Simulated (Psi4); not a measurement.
Psi4 1.11, HF/def2-tzvp, scf_type pk: B(Cl) (BCl), 2 atoms. The geometry is a generated start, not checked to be a minimum at this level.

- task: energy
- method: scf
- basis: def2-tzvp
- memory: 7 GB
- e_convergence: 1e-08
- d_convergence: 1e-07
- guess: auto, which took SAD (default)
- diis_max_vecs: 10 (default)
- scf_initial_accelerator: adiis (default)
- basis functions: 68

```xyz
2

B     -0.4626    -0.4511    -0.4541
Cl     0.4626     0.4511     0.4541
```

The reference run uses exact four-centre integrals (scf_type = pk). One run each, on a shared machine, so no times are given.

Measured:

| setting | energy against the reference |
|---|---|
| scf_type = cd, cholesky_tolerance = 1e-06 | +0.0034 meV/atom |
| scf_type = cd, cholesky_tolerance = 0.0001 (default) | +3.1 meV/atom |
| scf_type = cd, cholesky_tolerance = 0.001 | +20 meV/atom |
| scf_type = cd, cholesky_tolerance = 0.01 | −28 meV/atom |

Estimate the difference from the reference for scf_type = cd, cholesky_tolerance = 1e-05.

energy against the reference: +0.031 meV/atom. Total energies are compared; such shifts often cancel in part in energy differences.
